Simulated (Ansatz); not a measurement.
Start from MgTe in the zinc blende structure (space group F-43m, No. 216; a = 6.3681 Å).

Method: Kohn–Sham DFT with the LDA functional, run in Ansatz (a first-principles code) with PAW and 420 eV plane waves, no spin-orbit coupling.

For the base:

The valley order is Γ 2.38 eV; X along ⟨100⟩ 2.66 eV; L along ⟨111⟩ 3.17 eV and the width of the top valence band is 1.56 eV. The pressure is 0.01 GPa.

Perturbation: the cell is scaled by 1.0300 in all directions, atoms relaxed at fixed cell.

Q: How does this affect the valley order, energy relative to the base, width of the top valence band and pressure?

A: The valley order (the lowest conduction-band minima on the path, energy above the VBM, named in the base's zone) becomes Γ 2.00 eV; X along ⟨100⟩ 2.78 eV; L along ⟨111⟩ 2.95 eV (base: Γ 2.38 eV; X along ⟨100⟩ 2.66 eV; L along ⟨111⟩ 3.17 eV); the energy grows by 29 meV/atom; the width of the top valence band decreases by 0.19 eV (1.56 eV → 1.37 eV); the pressure drops by 2.86 GPa (0.01 GPa → -2.85 GPa).

With Te present, leaving out spin-orbit coupling can change the band edges. The levels and masses belong to the bands next to the band gap. The cells carry an imposed strain or load. Stability against distortions was not tested.
